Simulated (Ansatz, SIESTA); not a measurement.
A SIESTA input for a self-consistent single point of Cu (Fm-3m, 1 atom in the cell) (DFT, LDA PW92, numerical atomic orbitals DZP, PseudoDojo LDA standard norm-conserving potentials (rewritten from UPF to PSML)):

```
# files in the folder: Cu.psml (PseudoDojo LDA standard)
SystemName  Cu
SystemLabel cu

NumberOfAtoms                1
NumberOfSpecies              1
%block ChemicalSpeciesLabel
  1 29 Cu
%endblock ChemicalSpeciesLabel
LatticeConstant              1.0 Ang
%block LatticeVectors
     0.000000000    1.805000000    1.805000000
     1.805000000    0.000000000    1.805000000
     1.805000000    1.805000000    0.000000000
%endblock LatticeVectors
AtomicCoordinatesFormat      Ang
%block AtomicCoordinatesAndAtomicSpecies
     0.000000000    0.000000000    0.000000000  1
%endblock AtomicCoordinatesAndAtomicSpecies

XC.functional                LDA
XC.authors                   PW92
PAO.BasisSize                DZP
PAO.EnergyShift              0.005 Ry
MeshCutoff                   400 Ry
%block kgrid.MonkhorstPack
   21   0   0  0.0
    0  21   0  0.0
    0   0  21  0.0
%endblock kgrid.MonkhorstPack
OccupationFunction           MP
OccupationMPOrder            0
ElectronicTemperature        2320.9 K

MaxSCFIterations             150
SCF.Mixer.Method             Pulay
SCF.Mixer.Weight             0.1
SCF.Mixer.History            8
SCF.DM.Tolerance             1.0E-04
Diag.ParallelOverK           true
WriteForces                  true
Charge.Mulliken              end
```

### Question
Write the same calculation as an input for Ansatz (an electronic-structure program).

### Answer
This is the input that was run; spellings and numerical settings could be chosen otherwise.

Ansatz 0.2 input:
```yaml
crystal:
  lattice:
    - [0.00000000, 1.80500000, 1.80500000]
    - [1.80500000, 0.00000000, 1.80500000]
    - [1.80500000, 1.80500000, 0.00000000]
  atoms:
    - { symbol: Cu, position: [0.00000000, 0.00000000, 0.00000000] }
kpoints:
  mp_grid: { grid: [21, 21, 21] }
hamiltonian:
  xc: lda
  pseudopotentials: { kind: paw }
scf:
  occupations: { method: gaussian, width: 0.2 eV }
output:
  forces: true
  eigenvalues: true
  stress: true
```

Basis settings and potentials, where a program has them, do not carry over. This input uses DFT, LDA (PW92), plane waves, default PAW files made with PBE. LDA parametrisations can differ slightly between programs. Both were run: pressure -16.86 GPa in SIESTA and -12.15 in Ansatz. Ansatz's pressure is the one without its finite-basis correction.

On Ansatz: the starting cell has typed, rounded lattice constants, without a prior relaxation at this level. Spin polarisation is off. With a pressure of about -12 GPa the cell is away from its equilibrium volume at this level.

On SIESTA: the starting cell has typed, rounded lattice constants, without a prior relaxation at this level. Spin polarisation is off. Values carry the incompleteness of an atom-centred basis. With a pressure of about -17 GPa the cell is away from its equilibrium volume at this level.
